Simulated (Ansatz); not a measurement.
Base system: Hf in the hcp (Mg type) structure (space group P6_3/mmc, No. 194; a = 3.1581 Å, c = 5.0045 Å; relaxed with 0.1 eV smearing).

The values are results of Ansatz (a program for electronic structure), PBEsol, PAW, cutoff 420 eV, without spin-orbit coupling, not measurements.

Base values:

The pressure is 0.0 GPa and the band gap is zero.

It is then changed as follows: an isotropic linear strain of +4.62 %, atoms relaxed at fixed cell.

Task: What happens to the pressure?

Result: The pressure (mean of the normal stresses, compression positive) goes from zero to -12.1 GPa.

Task: How does this affect the energy relative to the base?

Result: The energy goes up by 131 meV/atom.

Task: Estimate the effect on the band gap.

Result: The band gap remains zero.

Stability against distortions was not tested. All final runs are without spin polarisation.
